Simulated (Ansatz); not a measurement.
Start from BAs in the zinc blende structure (space group F-43m, No. 216).

```yaml
crystal:
  lattice:
    - [0.00000, 2.40463, 2.40463]
    - [2.40463, 0.00000, 2.40463]
    - [2.40463, 2.40463, 0.00000]
  atoms:
    - { symbol: B, position: [0.00000, 0.00000, 0.00000] }
    - { symbol: As, position: [0.25000, 0.25000, 0.25000] }
```

Cartesian axes are those of the cell as printed.

The values are results of PBE (Ansatz, a quantum-chemistry and plane-wave program, PAW, no spin-orbit coupling), not measurements.

One thing is altered: an isotropic linear strain of +1.00 %, atoms relaxed at fixed cell.

### Question
Predict the stress tensor and what it implies for the stiffness.

### Answer
Stress of the strained cell less that of the base (GPa, compression positive):
```
  -3.69    0.00    0.00
   0.00   -3.69    0.00
   0.00    0.00   -3.69
```

Then B = −ΔP/(ΔV/V₀) with ΔV/V₀ = 0.0303 gives secant stiffness values (nonlinear terms included at this strain): B ≈ 122 GPa.

As a check, the harmonic strain energy −½ V₀ Δσ:ε is 4.8 meV/atom; the computed energy rise is 5.0 meV/atom.

Whether these cells are dynamically stable was not tested.
